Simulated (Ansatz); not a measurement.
**Response to strain in AlN**

Base system: AlN in the zinc blende structure (space group F-43m, No. 216; a = 4.378 Å). Axes: x, y, z lie along the cube axes.

Strains are applied to the cell and any free atomic positions relax; under biaxial strain the out-of-plane vector relaxes too.

Calculations: PBEsol (Ansatz, a quantum-chemistry and plane-wave program, PAW, no spin-orbit coupling).

Notes on the quantities. pressure: mean of the normal stresses, compression positive.

| change | band gap | pressure | gap character | shortest interatomic distance |
|---|---|---|---|---|
| base | 3.19 eV | 0.00 GPa | indirect, Γ → X | 1.896 Å |
| biaxial strain +1.21 %, plane normal [001], relaxed out of plane | 3.05 eV | -2.06 GPa | indirect, Γ → M | 1.902 Å |
| biaxial strain +2.21 %, plane normal [001], relaxed out of plane | 2.94 eV | -3.59 GPa | indirect, Γ → M | 1.908 Å |
| biaxial strain +2.35 %, plane normal [111], relaxed out of plane | 2.99 eV | -7.02 GPa | indirect, Γ → F | 1.901 Å |
| isotropic strain −1.26 % | 3.21 eV | 8.20 GPa | indirect, Γ → X | 1.872 Å |
| isotropic strain −1.17 % | 3.21 eV | 7.57 GPa | indirect, Γ → X | 1.873 Å |
| uniaxial strain ε_yy = −1.47 % | 3.12 eV | 3.03 GPa | indirect, Γ → M | 1.886 Å |
| uniaxial strain ε_yy = +1.31 % | 3.15 eV | -2.56 GPa | indirect, Γ → X | 1.904 Å |
| tensor shear ε_xy = −2.45 % | 2.90 eV | 0.14 GPa | indirect, Γ → X | 1.883 Å |
| tensor shear ε_yz = +3.77 % | 2.69 eV | 0.35 GPa | indirect, Γ → X | 1.876 Å |

Whether these cells are dynamically stable was not tested. This is not the structure that AlN has at room temperature and ambient pressure. k-point labels follow each cell's own Brillouin zone.
